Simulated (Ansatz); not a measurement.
**H on the 1x1 (0001) surface of corundum (cut with top plane Al), one in a 1x1 cell, started at the site 'top O'**

Host crystal: corundum, with a band gap (PBE, scalar-relativistic without spin-orbit coupling).

Calculation: r2SCAN, at the PBE geometry and the start's symmetry (plane waves to 500 eV, PAW; Ansatz, a program for electronic structure).

Slab: 21 atoms, 6.7 Å thick at the start under the adsorbate (thin: gaps and levels are the slab's own); k 6x6x1, smearing 0.01 eV, dipole-corrected; single point; no symmetry held, on the structure that PBE left; spin-polarised, ending with about 1.0 μB a cell; orders that need a larger cell were not tried, no spin-orbit, no U, no dispersion correction. The program's check for a lower electronic state was not made. It is one chosen start, not shown to be the lowest state of the adsorbate.

The adsorption energy against ½ H2(g) at the same level comes out as 1.33 eV. The gap of the slab on its k-mesh comes out as 1.38 eV and the highest filled level below the top vacuum level comes out as 4.80 eV. The change of the step from the bottom to the top vacuum level, against the clean slab is 0.95 eV and the height of the binding atom over the mean of the host atoms within 0.3 Å of the top one is 0.168 Å. The magnetic moment of the cell is 1.00 μB. The nearest host atoms of the binding atom comes out as O at 0.98 Å, O at 2.26 Å, Al at 2.35 Å and the note is in the relaxation the adsorbate left its starting site by 0.5 Å.

A negative adsorption energy means that the adsorbate is more stable on the surface than in its reference.
